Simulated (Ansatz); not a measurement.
Results of r²SCAN (Ansatz, an electronic-structure program, PAW) for SrInHO₂ (model structure, started from the SrVO2H type, P4/mmm, No. 123, 5 atoms in the cell).

Run with plane-wave cutoff 560 eV, 8×8×10 k mesh (along the axes of the cell as run), Fermi–Dirac smearing 0.01 eV, scalar-relativistic PAW data made under PBE.

Cell (relaxed at this level):

```cif
data_HInO2Sr
_chemical_formula_sum 'Sr1 In1 O2 H1'
_space_group_name_H-M_alt 'P4/mmm'
_space_group_IT_number 123
_space_group_name_Hall '-P 4 2'
_cell_length_a 4.25321
_cell_length_b 4.25321
_cell_length_c 3.73660
_cell_angle_alpha 90.000
_cell_angle_beta 90.000
_cell_angle_gamma 90.000
loop_
_atom_site_label
_atom_site_type_symbol
_atom_site_symmetry_multiplicity
_atom_site_Wyckoff_symbol
_atom_site_fract_x
_atom_site_fract_y
_atom_site_fract_z
_atom_site_occupancy
Sr1 Sr 1 d 0.50000 0.50000 0.50000 1
In1 In 1 a 0.00000 0.00000 0.00000 1
O1 O 2 f 0.00000 0.50000 0.00000 1
H1 H 1 b 0.00000 0.00000 0.50000 1
```

Problem. Estimate the band gap, smallest direct gap on the k points sampled and direct gap at Γ that the calculation returns.

Solution. 
* **band gap**: 1.52 eV
* **smallest direct gap on the k points sampled**: 2.44 eV
* **direct gap at Γ**: 5.68 eV

Note: the relaxation could raise the start's symmetry but not lower it, so the cell can be a saddle point.

Spin–orbit coupling is not included.

Static lattice: no zero-point or thermal effects.

It cost very roughly 40 core-seconds of CPU time.

A model structure was made by putting elements into a prototype or built by hand; it is no filed structure, need not be a known phase, and can be a saddle point held by its symmetry.
